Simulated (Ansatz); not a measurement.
The reference is NaI in the rock salt structure (space group Fm-3m, No. 225).

```yaml
crystal:
  lattice:
    - [0.00000, 3.20105, 3.20105]
    - [3.20105, 0.00000, 3.20105]
    - [3.20105, 3.20105, 0.00000]
  atoms:
    - { symbol: Na, position: [0.00000, 0.00000, 0.00000] }
    - { symbol: I, position: [0.50000, 0.50000, 0.50000] }
```

All numbers come from Ansatz (an electronic-structure program), PBEsol, PAW, cutoff 420 eV, no SOC.

Before the change:

The valley order is Γ 3.60 eV; X along ⟨100⟩ 4.47 eV; L along ⟨111⟩ 4.96 eV and the hole mass comes out as 0.36, 1.5, 1.5 mₑ (at Γ).

Now apply this change: a negative pressure, −1 GPa.

### Question
How does this affect the valley order, hole mass and mean gap deformation potential ΔEg/Δln V?

### Answer
The valley order (the lowest conduction-band minima on the path, energy above the VBM, named in the base's zone) goes from Γ 3.60 eV; X along ⟨100⟩ 4.47 eV; L along ⟨111⟩ 4.96 eV to Γ 3.42 eV; X along ⟨100⟩ 4.43 eV; L along ⟨111⟩ 4.95 eV; the hole mass (degenerate bands, along [100]) goes from 0.36, 1.5, 1.5 mₑ (at Γ) to 0.38, 1.7, 1.7 mₑ (at Γ); the mean gap deformation potential ΔEg/Δln V comes out as -2.5 eV.

Spin-orbit coupling, missing from the scalar runs, can matter with I. Load acts through the strain it causes; cell and atoms are relaxed under it. Masses are band curvatures over ±0.01 Å⁻¹ around the edge. Whether these cells are dynamically stable was not tested.
